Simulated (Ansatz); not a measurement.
A self-consistent single point of the (001) slab of SrHI (cut from a parent of space group no. 129; 6 atoms in the cell) with Ansatz (a quantum-chemistry and plane-wave program).

Computed with PBEsol, default PAW files made with PBE (plane waves; Ansatz).

```
CELL_PARAMETERS angstrom
      4.30244     0.00000     0.00000
      0.00000     4.30244     0.00000
      0.00000     0.00000    19.75311
ATOMIC_POSITIONS crystal
  Sr 0.00000 0.50000 0.56684
  Sr 0.50000 0.00000 0.43316
  H  0.50000 0.50000 0.50000
  H  0.00000 0.00000 0.50000
  I  0.00000 0.50000 0.35437
  I  0.50000 0.00000 0.64563
```

Reference input (self-consistent single point, DFT, PBEsol, plane waves, default PAW files made with PBE): basis.ecutwfc = 420 eV; kpoints.mp_grid.grid = 5 5 1; hamiltonian.xc = pbesol; hamiltonian.pseudopotentials = {kind: paw} (the program's default PAW files); scf.occupations.method = fermi_dirac; scf.occupations.width = 0.05 eV. This run's input differs from it in these lines:

Ansatz 0.2 input:
```diff
@@ -14,3 +14,3 @@
 basis:
-  ecutwfc: 420.0
+  ecutwfc: 250.0
 kpoints:
```

Output (repeated stretches shortened):

```
SCF iter   1: F=—  HF=-21885.384956 eV  |F-HF|=—  |Δ(HF+E_count)|=         —  Δρ=5.64e-3  dr2=8.02e-2  ethr=1.77e-3  ⟨swp⟩=16.2  Hψ=1358  notcnv=0
all-band conjugate gradients solve this SCF's bands
preconditioner: auto → Resta (q_TF=auto, 1.996 Å⁻¹)
SCF iter   2: F=—  HF=-21885.339290 eV  |F-HF|=—  |Δ(HF+E_count)|=   4.57e-2  Δρ=2.30e-3  dr2=8.23e-3  ethr=1.43e-4  ⟨swp⟩=3.0  Hψ=467  notcnv=0  defer=10
   [... lines left out ...]
SCF iter   4: F=—  HF=-21885.339577 eV  |F-HF|=—  |Δ(HF+E_count)|=   3.18e-4  Δρ=1.50e-4  dr2=1.80e-4  ethr=1.54e-6  ⟨swp⟩=3.0  Hψ=360  notcnv=0  defer=10
SCF iter   5: F=—  HF=-21885.339608 eV  |F-HF|=—  |Δ(HF+E_count)|=   3.15e-5  Δρ=4.25e-5  dr2=8.51e-6  ethr=3.21e-7  ⟨swp⟩=2.7  Hψ=334  notcnv=0  defer=10
SCF iter   6: F=—  HF=-21885.339649 eV  |F-HF|=—  |Δ(HF+E_count)|=   4.06e-5  Δρ=8.08e-6  dr2=2.73e-7  ethr=1.52e-8  ⟨swp⟩=2.8  Hψ=361  notcnv=0  defer=12
SCF iter   7: F=-21885.339649 eV  HF=-21885.339649 eV  |F-HF|=1.18e-8  |Δ(HF+E_count)|=   2.47e-8  Δρ=2.06e-6  dr2=1.41e-8  ethr=1.79e-10  ⟨swp⟩=12.7  Hψ=1045  notcnv=0
SCF 1 converged in 7 iterations: F = -21885.339649 eV  dr2 = 1.41e-8
Free energy (F): -21885.339649 eV
Internal energy: -21885.339649 eV  (E = F + TS)
E sigma→0 (E₀):  -21885.339649 eV
Fermi energy:    0.547420 eV
--- Forces (eV/Å), atoms counted from 1 ---
  atom   1  Sr     0.00000000     0.00000000    -0.05259006
  atom   2  Sr     0.00000000     0.00000000     0.05259006
  atom   3  H     -0.00000000     0.00000000     0.00000000
  atom   4  H      0.00000000     0.00000000    -0.00000000
  atom   5  I      0.00000000     0.00000000     0.16820464
  atom   6  I      0.00000000     0.00000000    -0.16820464
--- Stress (GPa, compression-positive) ---
       -0.886347       0.000000       0.000000
        0.000000      -0.886347       0.000000
        0.000000       0.000000      -0.494599
  P = ⅓ Tr σ = -0.7558 GPa (-7.558 kbar)
  The stress holds the Pulay correction. Without it, at fixed plane waves, as pw.x and ABINIT print it: P = -7.6326 GPa
```

The run converged in 7 iterations. Against the reference run the free energy rises by 343 meV/atom, the largest force moves little (0.165 to 0.168 eV/Å) and the gap on the mesh moves little (3.847 to 3.846 eV).

The starting cell comes from a database of computed structures (which also holds hypothetical and non-ambient phases and stackings), without a prior relaxation at this level. The slab is cut from that crystal, and its faces are unrelaxed. Its lattice was rescaled by up to half a per cent. Spin-orbit coupling is off. Spin polarisation is off, though cut faces can carry moments; a gap of a slab can lie between surface states. The cutoff lies below the one recommended for these files.
